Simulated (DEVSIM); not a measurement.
Device: illuminated Ge n-on-p cell, one wavelength, at 350 K.

Layer 1 from the left is Ge, thickness (μm) 0.100, Nd (cm⁻³) 3.9e18, τn (s) 7.8e-9, τp (s) 9.6e-8, absorption coefficient (cm⁻¹) 73000. Layer 2 from the left is Ge, thickness (μm) 27.0, Na (cm⁻³) 4e15, τn (s) 1e-7, τp (s) 1e-7, absorption coefficient (cm⁻¹) 73000.

Left contact: ohmic, minority hole recombination velocity 6000 cm/s. Right contact: ohmic, minority electron recombination velocity 100 cm/s. Voltage is applied to the left contact. Recombination: SRH at mid-gap, radiative, Auger. Light enters at the left, 1.1e18 photons cm⁻² s⁻¹, one pass, no reflection. Mobility is μmin + (μ − μmin)/(1 + (N/Nref)^α).

Constants are typed, rounded textbook-type inputs, not results; the design itself was drawn at random and stands for no fabricated device. Values at 300 K; Nc and Nv go as T^1.5, mobilities as T to minus their exponent, the gap by Varshni's rule with the affinity fixed.

Ge: gap (eV) 0.664, affinity (eV) 4, permittivity 16, Nc (cm⁻³) 1.04e19, Nv (cm⁻³) 6e18, μn (cm²/Vs) 3900, μp (cm²/Vs) 1900, μn,min 150, μp,min 100, Nref,n 2.6e17, Nref,p 4e17, αn 0.56, αp 0.6, T exponent of μn 1.66, T exponent of μp 2.33, B (cm³/s) 6.4e-14, Cn (cm⁶/s) 1e-31, Cp (cm⁶/s) 1e-31, Varshni α (eV/K) 0.000477, Varshni β (K) 235.

Simulated with DEVSIM: 1D drift-diffusion, Boltzmann statistics, complete ionisation; no tunnelling, impact ionisation, image-force lowering or self-heating.

Dark forward current:

```csv
|V| (V),|J| (A/cm²)
0.05,0.1703
0.10,0.9415
0.15,3.588
0.20,10.15
0.25,24.93
0.30,59.59
0.35,145.7
0.40,375.7
0.45,1041
0.50,3049
```

Problem. Work out the local ideality factor n = ΔV / (kT/q · ln(J2/J1)) between the rows 0.15 and 0.20 V, 0.45 and 0.50 V.

Solution. kT/q = 30.16 mV. From 0.15 to 0.20 V: ln(10.15/3.588) = 1.040, n = 1.59. From 0.45 to 0.50 V: ln(3049/1041) = 1.075, n = 1.54.

Problem. What current could the absorbed light give at most, and what share is collected?

Solution. Σ αd = 198, so qΦ(1 − exp(−Σ αd)) = 176 mA/cm². The simulated short-circuit current is 174.9 mA/cm², a share of 0.99.

Problem. Estimate the open-circuit voltage by superposition: the voltage at which the dark current equals that short-circuit current.

Solution. Interpolating ln J in the table gives 0.051 V. The simulation gives 0.051 V, the same within the digits that matter. Superposition holds where collection doesn't change with voltage.
